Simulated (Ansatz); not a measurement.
Band structure of Sr₂MoO₄ (I4/mmm, 7 atoms in the cell).

```yaml
crystal:
  lattice:
    - [-1.94678, 1.94678, 6.48370]
    - [1.94678, -1.94678, 6.48370]
    - [1.94678, 1.94678, -6.48370]
  atoms:
    - { symbol: Sr, position: [0.35106, 0.35106, 0.00000] }
    - { symbol: Sr, position: [0.64894, 0.64894, 0.00000] }
    - { symbol: Mo, position: [0.00000, 0.00000, 0.00000] }
    - { symbol: O, position: [0.50000, 0.00000, 0.50000] }
    - { symbol: O, position: [0.00000, 0.50000, 0.50000] }
    - { symbol: O, position: [0.83682, 0.83682, 0.00000] }
    - { symbol: O, position: [0.16318, 0.16318, 0.00000] }
```

Level of theory: PBEsol, PAW files made with PBE (plane waves; Ansatz, a quantum-chemistry and plane-wave program).

Settings: kpoints.mp_grid.grid = 7 7 7; hamiltonian.xc = pbesol; hamiltonian.pseudopotentials = {kind: paw} (the program's default PAW files); scf.occupations.method = gaussian; scf.occupations.width = 0.05 eV; kpoints.band_path.npoints = 8.

The starting cell comes from a database of computed structures (which also holds hypothetical and non-ambient phases and stackings), without a prior relaxation at this level. Spin polarisation is off.

Levels in eV from the Fermi level, bands 26 to 33:
```
point     26     27     28     29     30     31    32    33
-----  -----  -----  -----  -----  -----  -----  ----  ----
Γ      -3.02  -2.97  -2.97  -1.81  -0.66  -0.66  1.56  2.30
X      -3.52  -3.23  -2.80   1.39   1.62   2.04  2.72  4.01
Y      -3.45  -3.28  -2.80   1.33   1.57   1.97  2.76  3.98
S      -3.54  -3.53  -3.25  -0.26   0.96   1.30  2.85  3.82
Z      -3.72  -3.17  -3.17  -1.81  -0.22  -0.22  1.56  2.33
S1     -3.54  -3.53  -3.25  -0.26   0.96   1.30  2.85  3.82
N      -3.54  -3.36  -3.34  -0.28   1.01   1.31  2.90  3.91
P      -3.52  -2.98  -2.98   1.47   1.47   2.06  3.29  3.29
Y1     -3.45  -3.28  -2.80   1.33   1.57   1.97  2.76  3.98
```

Bands cross the Fermi level along this path, so the cell is metallic at this level.

Keys are those of Ansatz 0.2.
